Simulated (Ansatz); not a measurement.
System: cubic perovskite KCdF₃. Method: PBE0 (Ansatz, an electronic-structure program, PAW).

Run with plane-wave cutoff 460 eV, 6×6×6 k mesh, Fermi–Dirac smearing 0.01 eV, scalar-relativistic PAW data made under PBE.

Pressure at four volumes; x = ln(V/17.152 Å³). One pressure is withheld.

| V (Å³/atom) | x | P (GPa) |
|---|---|---|
| 16.295 | -0.0513 | ? |
| 16.724 | -0.0253 | 1.72 |
| 17.152 | 0.0000 | 0.08 |
| 18.010 | 0.0488 | -2.57 |

Question: Pass a parabola P(x) through the three rows shown, estimate the bulk modulus and its pressure derivative near zero pressure, and predict the withheld pressure.

Answer: Slopes between the rows: (0.08 − (1.72))/(0.0000 − (-0.0253)) = -64.82 and (-2.57 − (0.08))/(0.0488 − (0.0000)) = -54.30 GPa. Their difference over the span 0.0741 is c = 10.52/0.0741 = 142.0 GPa, so P(x) = 1.72 + (-64.82)(x − (-0.0253)) + 142.0 (x − (-0.0253))(x − (0.0000)). At the middle row B = −dP/dx = −[-64.82 + 142.0 × 0.0253] = 61.2 GPa, and B′ = dB/dP = 2c/B = 4.6. At x = -0.0513 the parabola gives 3.59 GPa; the run gives 3.62 GPa. The Birch–Murnaghan fit to the energies at all volumes has B0 = 60.7 GPa and B′ = 4.8.

Note: the relaxation could not lower the start's symmetry, so the cell can be a saddle point above a distorted one.
